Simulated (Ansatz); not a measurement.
The reference is KCl in the rock salt structure (space group Fm-3m, No. 225; a = 6.2427 Å). Axes: x, y, z lie along the cube axes.

Level of theory: Kohn–Sham DFT with the PBEsol functional, run in Ansatz (a quantum-chemistry and plane-wave program) with PAW and 420 eV plane waves, no SOC.

Before the change:

The electron mass is 0.43 mₑ (at Γ) and the band gap is 5.10 eV.

One thing is altered: tensor shear ε_xy = +0.57 % (engineering shear γ = 0.0114); the atoms relax in the strained cell.

### Question
How does this affect the electron mass, band gap and stress?

### Answer
The electron mass is still 0.43 mₑ (at Γ); the band gap shrinks by 0.01 eV, from 5.10 eV to 5.09 eV; the stress (xx, yy, zz, yz, xz, xy; compression positive) comes out as (0.01, 0.01, 0.01, 0.00, 0.00, -0.07) GPa.

Effective masses come from finite differences of ±0.01 Å⁻¹. Semilocal Kohn–Sham gaps tend to fall short of experiment. Whether these cells are dynamically stable was not tested.
